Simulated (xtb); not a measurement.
xtb 6.7.1, GFN2-xTB: Mo(NMe)(S)(Br)(OMe) (C[N]=[Mo](=[S])([Br])[O]C), 13 atoms. The geometry is a generated start, not checked to be a minimum at this level.

| Item | Result |
|---|---|
| run flags | --grad |
| method | GFN2-xTB |
| --acc | 1 (default) |
| --etemp (K) | 300 (default) |
| basis functions | 52 |
| valence electrons | 44 |

```xyz
13

Mo    -0.5689     0.7856     0.4305
N     -1.2897    -0.6322    -0.2632
C     -1.8221    -1.8575    -0.7034
H     -2.2621    -1.7424    -1.7010
H     -1.0377    -2.6213    -0.7607
H     -2.6036    -2.2030    -0.0139
S     -1.0307     0.7949     2.5398
Br    -1.8002     2.6142    -0.5067
O      1.1554     1.0172     0.2536
C      2.5363     0.9716     0.1929
H      2.8690    -0.0763     0.1369
H      2.8911     1.5083    -0.6976
H      2.9631     1.4409     1.0927
```

Charge 0 and multiplicity 1 are set for this test and not shown to be the ground state.

One run each on 1 thread. Values of broydamp tried: 0.02, 0.05, 0.1, 0.2, 0.4 (default), 0.6, 0.8, 1.

### Question
How does the count of SCC iterations change with broydamp, and where is it least?

### Answer
Fewest SCC iterations, within one of each other: 0.2 with 21, 0.4 (default) with 20, 0.6 with 21. The count rises to 33 at 0.02. All converge to one solution.

```tsv
broydamp	SCC iterations	end
0.02	33	same solution
0.05	27	same solution
0.1	23	same solution
0.2	21	same solution
0.4 (default)	20	same solution
0.6	21	same solution
0.8	22	same solution
1	22	same solution
```
